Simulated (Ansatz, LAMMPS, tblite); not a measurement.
**Bulk modulus B0 of fluorite HfO2 (high-temperature phase): levels of theory against measurement**

Reference value: 242 ± 16 GPa (measured, room temperature, no zero-point or thermal correction, nanocrystalline cubic HfO2, second-order Birch-Murnaghan; as tabulated in High-pressure structural stability, equation of state, and thermal expansion …).

| level (code) | value (GPa) | cell (Å³/atom) | difference (%) |
|---|---|---|---|
| ionic model lewis1985a (rigid ions, LAMMPS) | 311 | 11.03 | +29 |
| GFN1-xTB (tblite) | 66.8 | 12.40 | -72 |
| LDA (Ansatz) | 283 | 10.42 | +16.9 |
| PBE (Ansatz) | 246 | 11.04 | +1.7 |
| r²SCAN (Ansatz) | 271 | 10.79 | +12.0 |
| r²SCAN+SOC (Ansatz) | 271 | 10.78 | +12.0 |
| PBE0 (Ansatz) | 272 | 10.78 | +12.4 |

Leaving aside ionic model lewis1985a, which can be fitted to such values or carry a doubt: The reference is not for a static lattice or low temperature, so close values are not ranked against it. Off by more than 20 % (a bound picked here): GFN1-xTB (-72 %).

The reference has no zero-point or thermal correction, while the calculations are for a static lattice, so the differences are not the levels' errors alone. A static lattice is as a rule stiffer than a warm one, by over a tenth in soft solids.  Density-functional levels without +SOC have no spin–orbit coupling. GFN1-xTB: the method was fitted mainly to molecules. GFN1-xTB: the run uses a supercell at the zone centre in place of a k mesh. LDA, PBE, r²SCAN, r²SCAN+SOC, PBE0: symmetry holds this phase in the static calculation, where it need not be a minimum. Each level is taken at its own relaxed cell. Cutoffs and k meshes differ between the levels. Ansatz's density-functional and Hartree–Fock values are scalar-relativistic unless marked +SOC, with PAW data made under PBE.

Empirical potentials (ionic model lewis1985a) are fitted to chosen data, which need not cover the solid at hand: agreement can be built in, and what lay outside the fit can be far off.

Differences are worked out from the printed values.

Ansatz is a quantum-chemistry and plane-wave program.
